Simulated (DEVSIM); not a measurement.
System: Schottky contact on n-type InP, at 250 K.

| layer (left to right) | material | thickness (μm) | Nd (cm⁻³) | τn (s) | τp (s) |
|---|---|---|---|---|---|
| 1 | InP | 0.330 | 1.8e15 | 5e-9 | 5e-9 |

Left contact: Schottky, work function 5.45 eV, emission velocity 9.8e6 cm/s. Right contact: ohmic. Voltage is applied to the left contact. Recombination: SRH at mid-gap. Mobility is μmin + (μ − μmin)/(1 + (N/Nref)^α).

The device is made up for the run: typed textbook-type constants, with dimensions and the other settings drawn at random. Values at 300 K; Nc and Nv go as T^1.5, mobilities as T to minus their exponent, the gap by Varshni's rule with the affinity fixed. The table also holds parameters that only a changed run uses.

| parameter | InP |
|---|---|
| gap (eV) | 1.344 |
| affinity (eV) | 4.38 |
| permittivity | 12.5 |
| Nc (cm⁻³) | 5.7e17 |
| Nv (cm⁻³) | 1.1e19 |
| μn (cm²/Vs) | 5200 |
| μp (cm²/Vs) | 170 |
| μn,min | 400 |
| μp,min | 10 |
| Nref,n | 3e17 |
| Nref,p | 4.9e17 |
| αn | 0.47 |
| αp | 0.62 |
| T exponent of μn | 2 |
| T exponent of μp | 2 |
| Cn (cm⁶/s) | 9e-31 |
| Cp (cm⁶/s) | 9e-31 |
| Varshni α (eV/K) | 0.000363 |
| Varshni β (K) | 162 |

DEVSIM, 1D drift-diffusion, Boltzmann statistics, complete ionisation; no tunnelling, impact ionisation, image-force lowering or self-heating. Metal contacts follow the ideal Schottky-Mott rule: no Fermi-level pinning, no interface dipoles.

Base results: potential step across the device at zero bias (V) 0.952; dark forward voltage at 1 A/cm² (V) 0.784; largest field in the device at zero bias (V/cm) 33000; dark forward voltage at 100 A/cm² (V) 0.888.

**Question.** What follows from this one change: metal work function 5.45 → 5.6 eV?

**Answer.** potential step across the device at zero bias 0.952 → 1.102 V; dark forward voltage at 1 A/cm² 0.784 → 0.923 V; largest field in the device at zero bias 33000 → 39000 V/cm; dark forward voltage at 100 A/cm² 0.888 → 1.031 V.

**Question.** What follows from this one change: metal work function 5.45 → 5.3 eV?

**Answer.** potential step across the device at zero bias 0.952 → 0.802 V; dark forward voltage at 1 A/cm² 0.784 → 0.634 V; largest field in the device at zero bias 33000 → 29000 V/cm; dark forward voltage at 100 A/cm² 0.888 → 0.738 V.

**Question.** What follows from this one change: thickness of layer 1 0.33 → 0.56 μm?

**Answer.** potential step across the device at zero bias little changed (0.952 V); dark forward voltage at 1 A/cm² little changed (0.784 V); largest field in the device at zero bias 33000 → 24000 V/cm; dark forward voltage at 100 A/cm² little changed (0.889 V).

**Question.** What follows from this one change: temperature 250 → 450 K?

**Answer.** potential step across the device at zero bias 0.952 → 0.823 V; dark forward voltage at 1 A/cm² 0.784 → 0.478 V; largest field in the device at zero bias 33000 → 39000 V/cm; dark forward voltage at 100 A/cm² 0.888 → 0.687 V.

**Question.** What follows from this one change: doping Nd of layer 1 1.8e+15 → 5.4e+14 cm^-3?

**Answer.** potential step across the device at zero bias 0.952 → 0.926 V; dark forward voltage at 1 A/cm² little changed (0.786 V); largest field in the device at zero bias 33000 → 29000 V/cm; dark forward voltage at 100 A/cm² 0.888 → 0.895 V.
